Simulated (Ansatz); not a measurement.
Electronic density of states of amorphous Ge-Sb-Te (Ge12Sb12Te30), density 6.14 g/cm³, on a 2×2×2 Γ-centred mesh with a Gaussian width of 0.1 eV; energies count from the Fermi level. Cell and mesh are small, so fine structure isn't converged. Computed with PBE-D3(BJ), scalar-relativistic without spin-orbit coupling, PAW (Ansatz default set, large-core Te) (plane waves to 420 eV; Ansatz, a first-principles code). Sampling: a 2×2×2 Γ-centred mesh; Fermi-Dirac width 0.05 eV; no spin polarisation. The levels at the Fermi energy are partly filled. A closed spacing in one fast-quenched cell at PBE doesn't show the material to be a metal.

The cell was made by melting and quenching with the CHGNet potential and then relaxed with DFT. The hot cell started wider than the set density and was brought back towards it in steps. It is the lowest in DFT energy of 4 quenches. It is a model cell: composition and starting density were chosen by hand, and all elements were melted together. The geometry includes D3(BJ) dispersion. Its density started from a set value of 6.01 and ended at 6.14 g/cm³. The quench (nominally 20 K/ps over its main leg) was far faster than any real one, so the model tends to hold more defects than a real film. A cell of this size samples the disorder only roughly. The volume was free in the relaxation, at fixed shape. On a 2×2×2 Γ-centred mesh force components of up to 0.36 eV/Å stay, since the relaxation ran on one k-point at (1/4, 1/4, 1/4).

(E - EF (eV), states/(eV atom)): (-12.00, 0.32); (-11.90, 0.39); (-11.80, 0.43); (-11.70, 0.50); (-11.60, 0.57); (-11.50, 0.60); (-11.40, 0.61); (-11.30, 0.57); (-11.20, 0.57); (-11.10, 0.57); (-11.00, 0.56); (-10.90, 0.50); (-10.80, 0.46); (-10.70, 0.31); (-10.60, 0.32); (-10.50, 0.34); (-10.40, 0.14); (-10.30, 0.01); (-10.20, 0.00); (-10.10, 0.03); (-10.00, 0.13); (-9.90, 0.14); (-9.80, 0.15); (-9.70, 0.20); (-9.60, 0.20); (-9.50, 0.25); (-9.40, 0.24); (-9.30, 0.23); (-9.20, 0.24); (-9.10, 0.29); (-9.00, 0.37); (-8.90, 0.34); (-8.80, 0.35); (-8.70, 0.33); (-8.60, 0.22); (-8.50, 0.21); (-8.40, 0.28); (-8.30, 0.32); (-8.20, 0.36); (-8.10, 0.30); (-8.00, 0.31); (-7.90, 0.36); (-7.80, 0.37); (-7.70, 0.35); (-7.60, 0.32); (-7.50, 0.31); (-7.40, 0.36); (-7.30, 0.33); (-7.20, 0.25); (-7.10, 0.29); (-7.00, 0.29); (-6.90, 0.15); (-6.80, 0.03); (-6.70, 0.00); (-6.60, 0.00); (-6.50, 0.00); (-6.40, 0.00); (-6.30, 0.00); (-6.20, 0.00); (-6.10, 0.00); (-6.00, 0.00); (-5.90, 0.00); (-5.80, 0.00); (-5.70, 0.00); (-5.60, 0.00); (-5.50, 0.00); (-5.40, 0.01); (-5.30, 0.06); (-5.20, 0.18); (-5.10, 0.32); (-5.00, 0.46); (-4.90, 0.53); (-4.80, 0.55); (-4.70, 0.53); (-4.60, 0.60); (-4.50, 0.68); (-4.40, 0.68); (-4.30, 0.64); (-4.20, 0.69); (-4.10, 0.65); (-4.00, 0.61); (-3.90, 0.66); (-3.80, 0.67); (-3.70, 0.71); (-3.60, 0.67); (-3.50, 0.65); (-3.40, 0.70); (-3.30, 0.68); (-3.20, 0.70); (-3.10, 0.64); (-3.00, 0.64); (-2.90, 0.71); (-2.80, 0.75); (-2.70, 0.74); (-2.60, 0.72); (-2.50, 0.76); (-2.40, 0.76); (-2.30, 0.77); (-2.20, 0.77); (-2.10, 0.76); (-2.00, 0.79); (-1.90, 0.76); (-1.80, 0.73); (-1.70, 0.80); (-1.60, 0.77); (-1.50, 0.77); (-1.40, 0.77); (-1.30, 0.68); (-1.20, 0.66); (-1.10, 0.74); (-1.00, 0.68); (-0.90, 0.66); (-0.80, 0.64); (-0.70, 0.62); (-0.60, 0.58); (-0.50, 0.53); (-0.40, 0.50); (-0.30, 0.43); (-0.20, 0.30); (-0.10, 0.17); (0.00, 0.17); (0.10, 0.23); (0.20, 0.31); (0.30, 0.32); (0.40, 0.31); (0.50, 0.33); (0.60, 0.36); (0.70, 0.43); (0.80, 0.50); (0.90, 0.59); (1.00, 0.64); (1.10, 0.66); (1.20, 0.67); (1.30, 0.64); (1.40, 0.63); (1.50, 0.65); (1.60, 0.71); (1.70, 0.76); (1.80, 0.79); (1.90, 0.78); (2.00, 0.79); (2.10, 0.68); (2.20, 0.71); (2.30, 0.72)
